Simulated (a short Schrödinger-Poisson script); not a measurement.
Stack: gated Al0.3Ga0.7N/GaN polarisation-induced gas, at 77 K.

| layer | material | thickness (nm) | Na (cm⁻³) |
|---|---|---|---|
| 1 | Al0.3Ga0.7N | 10 | - |
| 2 | GaN | 6000 | 5e14 |

Constants are typed, rounded textbook-type inputs, not results; the design itself was drawn at random and stands for no fabricated device. Al0.3Ga0.7N: permittivity 9.32, conduction-band edge (eV) 0.414, gap (eV) 4.021, electron mass (mₑ) 0.236, Nv at 300 K (cm⁻³) 4.6e19. GaN: permittivity 9.5, conduction-band edge (eV) 0, gap (eV) 3.43, Nv at 300 K (cm⁻³) 4.6e19.

Channel valleys (confinement mass, in-plane density-of-states mass, number): Γ 0.2, 0.2, 1. At the gate the conduction-band edge of layer 1 lies 1.23 eV − eVg above the Fermi level of the channel; the field vanishes at the back. Sheet of polarisation charge: +1.5e13 e/cm² at 10 nm from the gate. The barrier under the gate holds no holes. Gaps are held at their typed values at every temperature. Mesh 0.08 nm at interfaces.

Solved with a short Schrödinger-Poisson script written for these runs: 1D Poisson equation in equilibrium, electrons quantum, Hartree (BenDaniel-Duke, 40 states a valley, the channel's in-plane mass for all, wave functions free to enter the barrier), parabolic valleys, classical holes, full ionisation, no traps, pinning or gate leakage.

The same stack at other levels of the model or other numerical settings:

```
run                                                                  sheet density of all electrons at Vg = 0.5 V (cm⁻²)  sheet density of all electrons at Vg = -1 V (cm⁻²)  capacitance at Vg = 0.5 V (μF/cm²)  centroid of the channel electrons at Vg = 0.5 V (nm)  rough cost against the base
-------------------------------------------------------------------  ---------------------------------------------------  --------------------------------------------------  ----------------------------------  ----------------------------------------------------  ---------------------------
base                                                                                                             1.13e13                                             4.41e12                               0.761                                                  1.81                      about 1
electrons treated as classical, Boltzmann                                                                        1.29e13                                             5.24e12                               0.816                                                  0.27                         0.02
electrons treated as classical, Fermi-Dirac                                                                      1.14e13                                             4.59e12                               0.733                                                  1.56                          0.1
electrons treated as quantum, Hartree plus LDA exchange-correlation                                              1.16e13                                             4.57e12                               0.766                                                  1.63                            2
mesh six times as coarse                                                                                         1.13e13                                             4.40e12                               0.761                                                  1.75                          0.3
one subband a valley                                                                                             1.13e13                                             4.40e12                               0.754                                                  1.50                          0.4
```

The classical rows ignore confinement, and Boltzmann statistics overrate the density once the band edge passes the Fermi level.
